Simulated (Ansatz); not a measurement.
The parent structure is SnO (space group P4/nmm, No. 129; a = 3.8371 Å, c = 4.7588 Å; layered, stacked along the Cartesian z axis).

Level of theory: Kohn–Sham DFT with the PBE-D3(BJ) functional, run in Ansatz (a program for electronic structure) with PAW and 420 eV plane waves, no spin-orbit coupling.

Before the change:

- Lattice parameter a: 3.837 Å
- c/a ratio: 1.240

It is then changed as follows: a hydrostatic pressure of 7.5 GPa.

Task: What does the calculation give for the lattice parameter a after the change?

Result: The lattice parameter a drops by 0.101 Å (3.837 Å → 3.736 Å).

Task: Estimate the effect on the c/a ratio.

Result: The c/a ratio decreases by 0.071, from 1.240 to 1.169.

Load acts through the strain it causes; cell and atoms are relaxed under it. Stability against distortions was not tested. Competing high-pressure phases were not computed. All final runs are without spin polarisation.
